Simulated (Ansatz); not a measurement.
Results of RPBE (Ansatz, an electronic-structure program, PAW) for cubic perovskite SrVO3.

Numerical settings: plane-wave cutoff 520 eV, 14×14×14 k mesh, Fermi–Dirac smearing 0.05 eV, no spin polarisation, scalar-relativistic PAW data made under PBE.

Pressure at four volumes; x = ln(V/11.804 Å³). One pressure is withheld.

| V (Å³/atom) | x | P (GPa) |
|---|---|---|
| 11.096 | -0.0619 | ? |
| 11.332 | -0.0408 | 7.41 |
| 11.804 | 0.0000 | 0.00 |
| 12.512 | 0.0582 | -8.47 |

Question: Pass a parabola P(x) through the three rows shown, estimate the bulk modulus and its pressure derivative near zero pressure, and predict the withheld pressure.

Answer: Slopes between the rows: (0.00 − (7.41))/(0.0000 − (-0.0408)) = -181.62 and (-8.47 − (0.00))/(0.0582 − (0.0000)) = -145.53 GPa. Their difference over the span 0.0990 is c = 36.09/0.0990 = 364.5 GPa, so P(x) = 7.41 + (-181.62)(x − (-0.0408)) + 364.5 (x − (-0.0408))(x − (0.0000)). At the middle row B = −dP/dx = −[-181.62 + 364.5 × 0.0408] = 166.7 GPa, and B′ = dB/dP = 2c/B = 4.4. At x = -0.0619 the parabola gives 11.72 GPa; the run gives 11.76 GPa. The Birch–Murnaghan fit to the energies at all volumes has B0 = 166 GPa and B′ = 4.5.
